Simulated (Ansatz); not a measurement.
A set of cells, compared by their density of states at the Fermi level.

Cell A: Al (fcc, Fm-3m), 1 atom in the cell, k-point mesh 26×26×26 on the run's own vectors.
Space group Fm-3m (No. 225); a = 4.0416 Å, b = 4.0416 Å, c = 4.0416 Å, α = 90.00°, β = 90.00°, γ = 90.00°

```tsv
atom	site	symmetry	x	y	z
Al	4a	m-3m	0.0000	0.0000	0.0000
```
(The calculation used a cell of 1 atom; values per cell refer to that cell.)

Cell B: Cu (fcc, Fm-3m), 1 atom in the cell; spin state with PBE: run without spin, k-point mesh 28×28×28 on the run's own vectors.
Cu has the cubic space group Fm-3m (No. 225), the fcc (Cu type) structure, Pearson symbol cF4. Lattice parameters: a = 3.6298 Å, b = 3.6298 Å, c = 3.6298 Å, α = 90.00°, β = 90.00°, γ = 90.00°. Cu on 4a is surrounded by 12 Cu at 2.567 Å (cuboctahedral). (Neighbours: up to the widest gap in distance over summed covalent radii, below 1.35, at either atom.)
(The calculation used a cell of 1 atom; values per cell refer to that cell.)

Computed with Ansatz (plane waves, PAW), its default PAW set, cutoff 420 eV, 500 eV for r2SCAN. The structures are at rest with PBE; other levels are single points on them. Neutral cells; Fermi-Dirac smearing of at most 0.10 eV in the solids, energies taken to zero width. The lattices are those relaxed with PBE, so at other levels the solids can be strained, which adds to the spread. A dispersion term ran beside these levels; it doesn't touch the electrons. Both spins, broadened by a Gaussian of 0.2 eV on the run's mesh.

Problem. Predict the density of states at the Fermi level (states/eV per atom) of each cell with r2SCAN.

Solution. 
```tsv
cell	r2SCAN
A	0.35
B	0.28
```

With r2SCAN the value of A exceeds that of B by 0.07 states/eV per atom.

Problem. And at the other levels?

Solution. 
```tsv
cell	PBE
A	0.38
B	0.30
```

With PBE the value of A exceeds that of B by 0.08 states/eV per atom.

Ansatz is an electronic-structure program.
